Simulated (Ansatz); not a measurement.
Take HgTe in the zinc blende structure (space group F-43m, No. 216) as the base.

```
HgTe
1.0
    0.00000     3.25495     3.25495
    3.25495     0.00000     3.25495
    3.25495     3.25495     0.00000
Te Hg
1 1
Cartesian
  4.88243   4.88243   4.88243
  0.00000   0.00000   0.00000
```

The values are results of PBEsol/PAW in Ansatz (a program for electronic structure), no SOC, earlier PAW set, not measurements.

Before the change:

* **Pressure**: 0.0 GPa
* **Band gap**: zero

Now apply this change: an isotropic linear strain of +2.91 %; the atoms relax in the strained cell.

Problem. What does the calculation give for the pressure, energy relative to the base and band gap after the change?

Solution. The pressure goes from zero to -2.9 GPa; the energy goes up by 31 meV/atom; the band gap remains zero.

With Hg and Te present, leaving out spin-orbit coupling can change the band edges. Whether these cells are dynamically stable was not tested. All final runs are without spin polarisation. The zero or small gap of HgTe can change with the level of theory.
